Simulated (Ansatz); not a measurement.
End structure of H2O on the (0001) surface of wurtzite GaN (2x2 with 3 H on 4 top atoms; a constructed slab, bottom: 3 H on 4 bottom sites), one in a cell of 36 Å², started at the site 'top H':

Host crystal: wurtzite GaN, with a band gap (PBE, scalar-relativistic without spin-orbit coupling).

```xyz
49
Lattice="6.4370 0.0000 0.0000 -3.2185 5.5746 0.0000 0.0000 0.0000 33.0000" Properties=species:S:1:pos:R:3 pbc="T T T"
N      1.6121     0.9274    10.7319
N      4.8248     0.9274    10.7315
N      0.0000     3.7197    10.7315
N      3.2184     3.7164    10.6574
Ga    -0.0001     1.8583    11.3569
Ga     3.2186     1.9411    11.3198
Ga    -1.6810     4.6039    11.3198
Ga     1.6809     4.6041    11.3201
N      0.0000     1.8582    13.3003
N      3.2185     1.8582    13.3003
N     -1.6092     4.6455    13.3003
N      1.6092     4.6455    13.3003
Ga     1.6092     0.9291    13.9466
Ga     4.8277     0.9291    13.9466
Ga     0.0000     3.7164    13.9466
Ga     3.2185     3.7164    13.9466
N      1.6071     0.9303    15.9103
N      4.8298     0.9281    15.9158
N      0.0018     3.7151    15.9158
N      3.2166     3.7175    15.9177
Ga     0.0020     1.8593    16.5735
Ga     3.2165     1.8571    16.5641
Ga    -1.6085     4.6464    16.5685
Ga     1.6086     4.6445    16.5744
N      0.0042     1.8627    18.5391
N      3.2142     1.8527    18.5266
N     -1.6073     4.6469    18.5373
N      1.6081     4.6441    18.5496
Ga     1.6089     0.9292    19.2132
Ga     4.8278     0.9440    19.1805
Ga    -0.0103     3.7135    19.2005
Ga     3.2295     3.7033    19.1797
N      1.6074     0.9288    21.1661
N      4.8323     0.9459    21.1424
N     -0.0061     3.7202    21.1945
N      3.2303     3.6961    21.1471
Ga     0.0102     1.8530    21.8859
Ga     3.2133     1.8428    21.8744
Ga    -1.6193     4.6583    21.8711
Ga     1.6262     4.6538    21.6201
H      1.5967     0.9364     9.7060
H      4.8403     0.9363     9.7056
H      0.0000     3.7019     9.7056
H     -0.0552     1.8159    23.4677
H      3.2764     1.8247    23.4563
H     -1.7590     4.6344    23.4631
O     -1.2871    -0.7690    23.7052
H     -1.3815     0.1797    23.9408
H     -0.3211    -0.9542    23.8311
```

Set-up: 49 atoms, 13.8 Å thick at the start with caps and adatoms under the adsorbate (thin: gaps and levels are the slab's own); mesh 4x4x1; 0.01 eV smearing; dipole correction on; single point; no symmetry held, on the structure that PBE left; no spin, no spin-orbit, no U, no dispersion correction. At the end it is bonded to Ga. In PBE it is, or lies within 0.03 eV of, the lowest of the starts that converged; the order may differ at this level.

A negative adsorption energy means that the adsorbate is more stable on the surface than in its reference.

Question: Predict the adsorption energy against H2O(g) at the same level from r2SCAN, at the PBE geometry (Ansatz, a program for electronic structure).

Answer: -1.21 eV

Question: Estimate the gap of the slab on its k-mesh that r2SCAN, at the PBE geometry returns for this input.

Answer: 2.41 eV

Question: Estimate the change of the step from the bottom to the top vacuum level, against the clean slab that r2SCAN, at the PBE geometry returns for this input.

Answer: -1.15 eV

Question: Predict the highest filled level below the top vacuum level from r2SCAN, at the PBE geometry.

Answer: 5.96 eV
